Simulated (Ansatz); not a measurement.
The reference is Ca₃SbN in the anti-perovskite structure (space group Pm-3m, No. 221; a = 4.803 Å; a cell from a computed database, its experimental status unchecked).

Now apply this change: cell and atoms relaxed at a pressure of 1.5 GPa.

Levels (all Ansatz, an electronic-structure program, PAW): PBEsol (420 eV, no spin-orbit coupling); PBEsol+SOC (420 eV, noncollinear with spin-orbit coupling).

The geometry is relaxed with PBEsol.

| Item | Value |
|---|---|
| PBEsol electron mass | 0.066, 0.86 mₑ (at Γ) |
| PBEsol pressure | 1.48 GPa |
| PBEsol lowest conduction level above the VBM at special points | Γ 0.29 eV; X 1.39 eV; R 2.05 eV; M 2.22 eV |

Predict the electron mass, hole mass, pressure and lowest conduction level above the VBM at special points from PBEsol+SOC.

The electron mass (degenerate bands, along [100]) goes from 0.066, 0.86 mₑ (at Γ) to 0.053, 0.86 mₑ (at Γ); the hole mass (degenerate bands, along [100]) is 0.054, 0.28 mₑ (at Γ); the pressure is nearly the same (1.48 GPa against 1.47 GPa); the lowest conduction level above the VBM at special points goes from Γ 0.29 eV; X 1.39 eV; R 2.05 eV; M 2.22 eV to Γ 0.18 eV; X 1.28 eV; R 1.94 eV; M 2.11 eV. The threefold valence maximum splits by Δso ≈ 0.31 eV.

Single points use the geometry relaxed with PBEsol. The spin-orbit shifts are approximate. Spin-orbit coupling, missing from the scalar runs, can matter with Sb. The levels and masses belong to the bands next to the band gap. Load acts through the strain it causes; cell and atoms are relaxed under it. Masses are band curvatures over ±0.01 Å⁻¹ around the edge. Stability against distortions was not tested.
